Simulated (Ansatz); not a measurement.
## Zr in the hcp (Mg type) structure (space group P6_3/mmc, No. 194)

```xyz
2
Lattice="3.2316 0.0000 0.0000 -1.6158 2.7986 0.0000 0.0000 0.0000 5.1736" Properties=species:S:1:pos:R:3 pbc="T T T"
Zr     0.0000     1.8658     3.8802
Zr     1.6158     0.9329     1.2934
```

The values are results of PBE (Ansatz, a first-principles code; PAW; 420 eV plane waves; no spin-orbit coupling), earlier PAW set, not measurements. Settings: 17×17×9 k-points, 0.05 eV Fermi–Dirac smearing.

- Volume per atom = 23.40 Å³
- Density = 6.47 g/cm³
- Band gap = zero
- Total energy = -4183.861 eV/atom (σ→0; compares only within this code and set-up)

Whether these cells are dynamically stable was not tested. All final runs are without spin polarisation.
